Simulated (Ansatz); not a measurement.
Worked example: zone-centre phonon calculation of Cd2Hg (I4/mmm, 3 atoms in the cell) in Ansatz (a first-principles code).

Method: LDA (PW92), PAW files made with PBE (plane waves; Ansatz).

```yaml
crystal:
  lattice:
    - [-1.98552, 1.98552, 4.24067]
    - [1.98552, -1.98552, 4.24067]
    - [1.98552, 1.98552, -4.24067]
  atoms:
    - { symbol: Cd, position: [0.33421, 0.33421, 0.00000] }
    - { symbol: Cd, position: [0.66579, 0.66579, 0.00000] }
    - { symbol: Hg, position: [0.00000, 0.00000, 0.00000] }
```

Reference input (self-consistent single point, DFT, PBEsol, plane waves, PAW files made with PBE): kpoints.mp_grid.grid = 10 10 10; hamiltonian.xc = pbesol; hamiltonian.pseudopotentials = {kind: paw} (the program's default PAW files); scf.occupations.method = gaussian; scf.occupations.width = 0.272 eV. This run's input differs from it in these lines:

Ansatz 0.2 input:
```diff
@@ -14,3 +14,3 @@
 hamiltonian:
-  xc: pbesol
+  xc: lda
   pseudopotentials:
@@ -22,6 +22,4 @@
     width: 0.272
-output:
-  forces: true
-  eigenvalues: true
-  stress: true
+phonons:
+  method: dfpt
```

Output, abridged:

```
SCF iter   1: F=—  HF=-29760.915302 eV  |F-HF|=—  |Δ(HF+E_count)|=         —  Δρ=5.61e-2  dr2=3.36e0  ethr=3.10e-3  ⟨swp⟩=4.8  Hψ=20637  notcnv=0
all-band conjugate gradients solve this SCF's bands
preconditioner: auto → Kerker (q_TF=auto, 2.679 Å⁻¹)
SCF iter   2: F=—  HF=-29760.151929 eV  |F-HF|=—  |Δ(HF+E_count)|=   7.63e-1  Δρ=2.24e-2  dr2=6.55e-1  ethr=3.10e-3  ⟨swp⟩=2.0  Hψ=9605  notcnv=0  defer=183
   [... lines left out ...]
SCF iter   9: F=—  HF=-29759.947799 eV  |F-HF|=—  |Δ(HF+E_count)|=   3.50e-8  Δρ=3.74e-6  dr2=1.12e-8  ethr=3.48e-10  ⟨swp⟩=2.0  Hψ=7439  notcnv=0  defer=192
SCF iter  10: F=—  HF=-29759.947799 eV  |F-HF|=—  |Δ(HF+E_count)|=   1.54e-9  Δρ=6.61e-7  dr2=3.23e-10  ethr=1.87e-11  ⟨swp⟩=2.0  Hψ=8822  notcnv=0  defer=192
SCF iter  11: F=—  HF=-29759.947799 eV  |F-HF|=—  |Δ(HF+E_count)|=  3.27e-11  Δρ=1.65e-7  dr2=2.02e-11  ethr=1.00e-12  ⟨swp⟩=2.1  Hψ=7465  notcnv=0  defer=192
SCF iter  12: F=-29759.947799 eV  HF=-29759.947799 eV  |F-HF|=1.09e-11  |Δ(HF+E_count)|=    0.00e0  Δρ=6.31e-8  dr2=2.45e-12  ethr=1.00e-12  ⟨swp⟩=10.2  Hψ=30066  notcnv=0
SCF 1 converged in 12 iterations: F = -29759.947799 eV  dr2 = 2.45e-12
DFPT response loops at Γ: preconditioner auto → Kerker (q_TF=auto, 2.679 Å⁻¹) (partly filled bands, converged f_vac=0.000) …
Free energy (F): -29759.947799 eV
Internal energy: -29759.903333 eV  (E = F + TS)
E sigma→0 (E₀):  -29759.925566 eV
Entropy (-TS):   -0.044466 eV (-14.822 meV/atom)
Fermi energy:    14.302232 eV
--- Phonons (Γ-DFPT): 4 representative perturbations + reference, on 171 of 1000 k-points (Σ response iterations 12) ---
  k mesh reduced under 4 symmetry operations, with k and −k counted as one. Each operation leaves every solved displacement unchanged or reverses it
  ASR residual: 2.977e-5 → 0.000e0 eV/Å²; symmetrization residual: 3.609e-6 eV/Å²
  ASR residual per site (eV/Å²): 2.98e-5 2.98e-5 2.77e-5
  Γ frequencies (cm⁻¹): 0.00 0.00 0.00 47.74 47.74 55.60 55.60 120.29 143.09
  non-analytic LO–TO correction: not included (Born effective charges unavailable; polar crystals: no LO–TO splitting at Γ)
```

The run converged in 12 iterations. 

Summary of the result:
| Property | Value |
|---|---|
| Free energy E − TS (on the zero of these files) | -29759.9478 eV |
| Fermi level (on the code's own zero) | 14.30 eV |
| Zone-centre frequencies (cm⁻¹; negative means imaginary) | 0, 0, 0, 48, 48, 56, 56, 120, 143 |

The starting cell comes from a database of computed structures (which also holds hypothetical and non-ambient phases and stackings), without a prior relaxation at this level. Its lattice was rescaled by a random factor within 2.5 % of one.

Cost on one core of a shared machine: roughly 90 s.
